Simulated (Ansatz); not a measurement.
**C, response to strain**

Start from C in the diamond structure (space group Fd-3m, No. 227; a = 3.5538 Å). Axes: x, y, z lie along the cube axes.

Strains are applied to the cell and any free atomic positions relax.

Computed with plane-wave PAW DFT at the PBEsol level (Ansatz, a program for electronic structure, 420 eV), no spin-orbit coupling.

Notes on the quantities. pressure: mean of the normal stresses, compression positive.

```
variant                           pressure  smallest direct gap  shortest interatomic distance
------------------------------  ----------  -------------------  -----------------------------
base                              0.00 GPa              5.57 eV                        1.539 Å
uniaxial strain ε_zz = −3.00 %   14.50 GPa              5.11 eV                        1.524 Å
uniaxial strain ε_zz = −2.50 %   11.94 GPa              5.18 eV                        1.526 Å
uniaxial strain ε_zz = −2.00 %    9.44 GPa              5.26 eV                        1.529 Å
uniaxial strain ε_zz = −1.50 %    7.00 GPa              5.34 eV                        1.531 Å
uniaxial strain ε_zz = −1.00 %    4.61 GPa              5.41 eV                        1.534 Å
uniaxial strain ε_zz = +0.50 %  (withheld)           (withheld)                     (withheld)
uniaxial strain ε_zz = +1.00 %   -4.39 GPa              5.45 eV                        1.544 Å
uniaxial strain ε_zz = +1.50 %   -6.51 GPa              5.39 eV                        1.547 Å
uniaxial strain ε_zz = +2.00 %   -8.58 GPa              5.34 eV                        1.549 Å
```

Question: What belongs in the blanks?

Answer: 
- uniaxial strain ε_zz = +0.50 %, pressure: -2.22 GPa
- uniaxial strain ε_zz = +0.50 %, smallest direct gap: 5.51 eV
- uniaxial strain ε_zz = +0.50 %, shortest interatomic distance: 1.541 Å

Whether these cells are dynamically stable was not tested.
